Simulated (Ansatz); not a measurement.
# Bulk modulus B0 of MoRh (model structure, from the CuAu type, P4/mmm, No. 123) at several levels of theory

No measured value is used here.

```
level (code)     value (GPa)  cell (Å³/atom)
---------------  -----------  --------------
LDA (Ansatz)             315           13.99
PBE (Ansatz)             269           14.74
PBEsol (Ansatz)          298           14.25
r²SCAN (Ansatz)          289           14.49
```

LDA, PBE, PBEsol, r²SCAN: the run has no spin polarisation, so it can have missed a magnetic state. LDA, PBE, PBEsol, r²SCAN: the bulk modulus is −V dP/dV from two relaxed cells at ±2 % in volume. Each level is taken at its own relaxed cell. Cutoffs differ between the levels. Ansatz's density-functional and Hartree–Fock values are scalar-relativistic unless marked +SOC, with PAW data made under PBE.

A model structure was made by putting elements into a prototype or built by hand; it is no filed structure, need not be a known phase, and can be a saddle point held by its symmetry.

Ansatz is an electronic-structure program.
